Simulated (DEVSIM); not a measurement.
# abrupt InP n-p junction

System: abrupt InP n-p junction, at 350 K.

```
layer (left to right)  material  thickness (μm)  Nd (cm⁻³)  Na (cm⁻³)  τn (s)  τp (s)
---------------------  --------  --------------  ---------  ---------  ------  ------
1                           InP            2.30     2.7e16          -  5.6e-9  5.6e-9
2                           InP            10.0          -     9.8e17  5.6e-9  5.6e-9
```

Left contact: ohmic. Right contact: ohmic. Voltage is applied to the left contact. Recombination: SRH at mid-gap. Mobility is constant in doping.

Constants are typed, rounded textbook-type inputs, not results; the design itself was drawn at random and stands for no fabricated device. Values at 300 K; Nc and Nv go as T^1.5, mobilities as T to minus their exponent, the gap by Varshni's rule with the affinity fixed.

```tsv
parameter	InP
gap (eV)	1.344
affinity (eV)	4.38
permittivity	12.5
Nc (cm⁻³)	5.7e17
Nv (cm⁻³)	1.1e19
μn (cm²/Vs)	5200
μp (cm²/Vs)	170
T exponent of μn	2
T exponent of μp	2
Varshni α (eV/K)	0.000363
Varshni β (K)	162
```

Model (solved in DEVSIM): 1D drift-diffusion, Boltzmann statistics, complete ionisation; no tunnelling, impact ionisation, image-force lowering or self-heating.

```yaml
potential_step_across_the_device_at_zero_bias: 1.149 V
largest_field_in_the_device_at_zero_bias: 97000 V/cm
Dark forward voltage at 1 A/cm²: 0.886 V
Dark forward voltage at 100 A/cm²: 1.045 V
```

Dark forward current:

(V (V), J (A/cm²)): (-0.05, -2.9e-8); (-0.10, -9.1e-8); (-0.20, -5.8e-7); (-0.25, -1.4e-6); (-0.30, -3.3e-6); (-0.35, -7.9e-6); (-0.45, -4.6e-5); (-0.50, -0.00011); (-0.55, -0.00028); (-0.60, -0.00072); (-0.70, -0.0059); (-0.75, -0.020); (-0.80, -0.077); (-0.85, -0.33); (-0.95, -7.2); (-1.00, -32); (-1.05, -110); (-1.10, -330); (-1.20, -1800); (-1.25, -3300)

Small-signal capacitance in reverse bias (quasi-static):

```
V (V)  C (nF/cm²)
-----  ----------
0.1          44.5
0.25         41.8
0.5          38.4
0.75         35.6
1            33.4
1.5          30.0
2            27.5
2.5          25.5
3.25         23.2
4            21.4
5            19.6
```
